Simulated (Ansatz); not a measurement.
SiO2 (within 0.1 Å of C222₁, No. 20, 12 atoms in the cell; start mp-555891; a measured phase of this formula has another space group) was calculated with HSE06 (plane waves, PAW; Ansatz, a quantum-chemistry and plane-wave program).

Run with plane-wave cutoff 460 eV, 6×4×6 k mesh (along the axes of the cell as run), Fermi–Dirac smearing 0.01 eV, scalar-relativistic PAW data made under PBE.

Cell (relaxed with PBEsol):

```xyz
12
Lattice="4.9895 0.0000 -0.0233 0.0000 8.3207 0.0000 -2.4745 0.0000 4.4311" Properties=species:S:1:pos:R:3 pbc="T T T"
Si     2.1088     7.8091     1.4412
Si     0.4062     3.6488     2.9665
Si    -0.3790     0.5324     2.9694
Si     2.8940     4.6927     1.4383
O      3.3880     0.3713     1.8974
O     -0.8730     4.5316     2.5104
O      1.6084     0.0100    -0.0081
O      0.9066     4.1704     4.4158
O      1.6190     3.8102     1.9067
O      0.8960     7.9706     2.5011
O      0.0138     2.0906     3.0462
O      2.5011     6.2509     1.3615
```

Q: Give the computed band gap and smallest direct gap on the k points sampled.

A: 
- band gap = 7.38 eV (on the SCF k mesh) (indirect)
- smallest direct gap on the k points sampled = 7.40 eV

Note: cell and atoms aren't relaxed at this level (largest force component 0.21 eV/Å, pressure -2.2 GPa).

The computed numbers hold no vibrational or temperature effects.

Computing time: very roughly 24 core-minutes.

A start named mp-… is a Materials Project structure, which need not be a measured phase.
